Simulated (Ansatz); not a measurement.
# AlN: energy against volume

AlN (wurtzite, P6_3mc, 10.645 Å³/atom and stress up to 0.01 GPa in the relaxed cell, c along z) under hydrostatic pressure, with the cell free. PBE in Ansatz, a plane-wave DFT program (PAW, default set), 420 eV, 12×12×7 Γ-centred mesh, Fermi-Dirac smearing 0.05 eV; ions are relaxed, or left where forces stay under 0.02 eV/Å, within the symmetry of each cell.

Here V stands for volume and E for E less E0.

```
volume (Å³/atom)  E less E0 (meV/atom)  pressure (GPa)
----------------  --------------------  --------------
10.7588                           0.70           -2.00
10.7014                           0.18           -1.00
10.6452                           0.00            0.00
10.5963                           0.13            0.90
10.5324                           0.73            2.10
10.4100                           3.25            4.50
10.1976                          12.14            9.00
9.9430                               ?               ?
```

Question: Fit E against V with the third-order Birch-Murnaghan form, a cubic in V^(-2/3), and predict the withheld value at V = 9.9430.

Answer: With u = V^(-2/3) - 0.2079, the rows have u = -0.0027094, -0.0019763, -0.0012522, -0.0006169, 0.0002206, 0.0018488, 0.0047513. Least squares gives E = 0.531 + 847.3·u + 336316·u² - 75169·u³. Residuals (row less fit): -0.006, 0.009, 0.002, -0.006, -0.004, 0.003, -0.001; standard error 0.008 (degrees of freedom: 3). Its minimum lies at u = -0.0012591, so V0 = (0.2066409)^(-3/2) = 10.65. There d²E/du² = 673200 and d³E/du³ = -451000, so B0 = (4/9) × 10.65^(-7/3) × 673200 × 0.160218 = 192 GPa (the last factor turns the table's units into GPa), and B0' = 4 + (2/3) × 0.2066409 × (-451000)/673200 = 3.9. B0' rests on the cubic coefficient alone and has a standard error of 0.4 from these residuals. At the withheld row, u = 0.0083661, so E = 0.531 + 847.3 × 0.0083661 + 336316 × 0.0083661² - 75169 × 0.0083661³ = 31.115 meV/atom. The calculation gives 31.13 meV/atom, 0.015 meV/atom above the prediction (0.0 % of the range of E in the table). The row lies outside the fitted rows, so this is an extrapolation. From the scatter of the fitted rows alone, a prediction at this place has a standard error of 0.111 meV/atom, so the miss is 0.1 times that.

Other structures, which can take over under pressure, weren't tried. The same form fitted to the pressure column gives B0' = 3.9; series where the two differ by over 0.4 aren't shown. Rows are the converged runs of the series near zero and its far end, less any whose ions stayed unrelaxed beside relaxed ones; series whose fitted rows scatter by over a few per cent of the range, as at a crossing or softening among them, aren't shown in this form.
